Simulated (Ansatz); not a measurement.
An Ansatz (a program for electronic structure) run: TaS2 with a change (S → Se); Ansatz PBEsol-D3(BJ), no SOC, earlier PAW set.

Input:

Ansatz 0.2 input:
```yaml
crystal:
  lattice:
    - [3.3801848354, 0, 0]
    - [-1.6900924177, 2.9273259369, 0]
    - [0, 0, 5.9496232926]
  atoms:
    - { symbol: Ta, position: [0, 0, 0] }
    - { symbol: Se, position: [0.3333333333, 0.6666666667, 0.2805223997] }
    - { symbol: Se, position: [0.6666666667, 0.3333333333, 0.7194776003] }
basis: { ecutwfc: 420, ecutrho_ratio: 4, xc_grid: 2, fft_grid_basis: typed }
kpoints: { mp_grid: { grid: [16, 16, 8] } }
hamiltonian:
  xc: pbesol
  dispersion: d3bj
  pseudopotentials: { azcp: { folder: ./paw }, kind: paw }
scf: { occupations: { method: fermi_dirac, width: 0.05 }, convergence: { dr2_threshold: 0.0000000003 } }
output: { forces: true, stress: true }
checkpoint: { write: state.ck, write_every: 1000 }
```

Output:

```
Pseudopotentials: kind: paw
Pseudopotential: Ta, paw, valence charge 13
Pseudopotential: Se, paw, valence charge 16
Functional definition: PBEsol
Crystal: 3 atoms, lattice volume = 58.871 Å³
Basis set: ecut = 420 eV, 1159 PW (Γ), exchange–correlation on 48×48×80 points (8 copies of the dense FFT grid, shifted against one another)
Bands: 27, of which v1, the nominal top of the filled ones, is band 23 counted from 1 (22 counted from 0)
Symmetry: 12 space group operations
Space group: P-3m1 (ITA 164), of the structure as read, at distance tolerance 3.9e-5 Å
k-points: 213 of 2048
PAW frozen core: Ta, regenerated for the run's functional, and the local potential with it
PAW frozen core: Se, regenerated for the run's functional, and the local potential with it
Initial density: superposition of atomic densities (chi_scale 0.1, normalization cell, long waves kept (reshape's long-wave potential 0.08 eV rms))
Initial wavefunctions: pseudopotential atomic-orbital guess
Eigensolver: davidson
Functional: x = pbesol(κ = 0.804, μ = 0.12345679012345678), c = pbesol(β = 0.046)
SCF iter   1: F=—  HF=-20664.236284 eV  |F-HF|=—  |Δ(HF+E_count)|=         —  Δρ=1.10e-1  dr2=3.18e1  ethr=3.10e-3  ⟨swp⟩=5.9  Hψ=22968  notcnv=0
all-band conjugate gradients solve this SCF's bands
preconditioner: auto → Kerker (q_TF=auto, 2.609 Å⁻¹)
SCF iter   2: F=—  HF=-20661.641421 eV  |F-HF|=—  |Δ(HF+E_count)|=    2.59e0  Δρ=6.59e-2  dr2=1.32e1  ethr=3.10e-3  ⟨swp⟩=3.0  Hψ=9115  notcnv=0
SCF iter   3: F=—  HF=-20659.748891 eV  |F-HF|=—  |Δ(HF+E_count)|=    1.89e0  Δρ=1.18e-2  dr2=3.92e-1  ethr=3.10e-3  ⟨swp⟩=4.4  Hψ=13204  notcnv=0
SCF iter   4: F=—  HF=-20659.682791 eV  |F-HF|=—  |Δ(HF+E_count)|=   6.61e-2  Δρ=6.90e-3  dr2=5.90e-2  ethr=8.70e-4  ⟨swp⟩=3.0  Hψ=12697  notcnv=0  defer=2
SCF iter   5: F=—  HF=-20659.667472 eV  |F-HF|=—  |Δ(HF+E_count)|=   1.53e-2  Δρ=2.30e-3  dr2=4.87e-3  ethr=1.31e-4  ⟨swp⟩=2.3  Hψ=8737  notcnv=0  defer=2
SCF iter   6: F=—  HF=-20659.667468 eV  |F-HF|=—  |Δ(HF+E_count)|=   4.08e-6  Δρ=9.94e-4  dr2=7.10e-4  ethr=1.08e-5  ⟨swp⟩=2.0  Hψ=11268  notcnv=0  defer=2
SCF iter   7: F=—  HF=-20659.667499 eV  |F-HF|=—  |Δ(HF+E_count)|=   3.10e-5  Δρ=2.51e-4  dr2=4.74e-5  ethr=1.58e-6  ⟨swp⟩=2.0  Hψ=10335  notcnv=0  defer=2
SCF iter   8: F=—  HF=-20659.667514 eV  |F-HF|=—  |Δ(HF+E_count)|=   1.46e-5  Δρ=9.39e-5  dr2=6.41e-6  ethr=1.05e-7  ⟨swp⟩=2.0  Hψ=10333  notcnv=0  defer=2
SCF iter   9: F=—  HF=-20659.667515 eV  |F-HF|=—  |Δ(HF+E_count)|=   1.31e-6  Δρ=3.08e-5  dr2=3.67e-7  ethr=1.42e-8  ⟨swp⟩=2.0  Hψ=7491  notcnv=0  defer=2
SCF iter  10: F=—  HF=-20659.667516 eV  |F-HF|=—  |Δ(HF+E_count)|=   1.12e-6  Δρ=7.13e-6  dr2=3.99e-8  ethr=8.15e-10  ⟨swp⟩=2.6  Hψ=9259  notcnv=0  defer=2
SCF iter  11: F=—  HF=-20659.667516 eV  |F-HF|=—  |Δ(HF+E_count)|=   1.40e-8  Δρ=2.48e-6  dr2=2.68e-9  ethr=8.86e-11  ⟨swp⟩=2.0  Hψ=7145  notcnv=0  defer=2
SCF iter  12: F=-20659.667516 eV  HF=-20659.667516 eV  |F-HF|=4.37e-11  |Δ(HF+E_count)|=  3.64e-12  Δρ=2.37e-7  dr2=3.32e-11  ethr=1.00e-12  ⟨swp⟩=4.9  Hψ=21541  notcnv=0
SCF 1 converged in 12 iterations: F = -20659.667516 eV  dr2 = 3.32e-11
SCF converged after 12 iterations
Free energy (F): -20659.667516 eV
Harris-Foulkes:  -20659.667516 eV  (|F-HF|=4.37e-11)
Internal energy: -20659.656980 eV  (E = F + TS)
E sigma→0 (E₀):  -20659.662248 eV
Entropy (-TS):   -0.010536 eV (-3.512 meV/atom)
Fermi energy:    13.233437 eV
--- Per-component energies (eV) ---
  E_band       = -811.763319
  E_kinetic    = 617.923001
  E_local      = -5462.702147  (includes V_loc(G=0)·N_el)
  E_nonlocal   = -714.032510
  E_hartree    = 2823.620022
  E_xc         = -489.811368
  E_vxc        = -416.625555  (∫ρ·V_xc dr)
  E_paw        = -12354.007855  (= ΣΔE_a)
  E_vpaw       = -483.565430  (= ΣTr[D̂ρ^β])
  E_aug_tail   = -0.000648  (compensation charges beyond the density's cutoff)
  E_ewald      = -5081.453810
  E_disp       = -1.422280  (pairwise vdW)
  E_core_change = 2.230616  (= ΣΔE_core)
  E_smearing   = -0.010536  (= −TS)
  E_closure    = -0.000000  (closes the sum)
  Σ components = -20659.667516   (vs F -20659.667516, Δ=0.00e0)
  [band-id]    e_kinetic+e_local+e_nonlocal+2·e_hartree+e_vxc+e_vpaw+e_augmentation_tail = -811.763245   (vs E_band -811.763319, Δ=7.42e-5)
--- Forces (eV/Å), atoms counted from 1 ---
  atom   1  Ta     0.00000000    -0.00000000     0.00000000
  atom   2  Se     0.00000000    -0.00000000     0.00037177
  atom   3  Se     0.00000000     0.00000000    -0.00037177
  max |Σ_I F_I| component: 5.78e-19 eV/Å
--- Stress (GPa, compression-positive) ---
       -0.003894       0.000000      -0.000000
        0.000000      -0.003894      -0.000000
       -0.000000       0.000000      -0.000762
  P = ⅓ Tr σ = -0.0029 GPa (-0.029 kbar)
  The stress holds the Pulay correction. Without it, at fixed plane waves, as pw.x and ABINIT print it: P = -0.0300 GPa
  The stress includes an estimate of the error left by incomplete SCF convergence (largest component -0.0000 GPa).
--- Band table ---
  band table: none
```

Stability against distortions was not tested. All final runs are without spin polarisation. An odd electron count without spin: TaSe2. The cell was made from TaS2 by this change: S → Se; the result is a model cell, its experimental status unchecked.
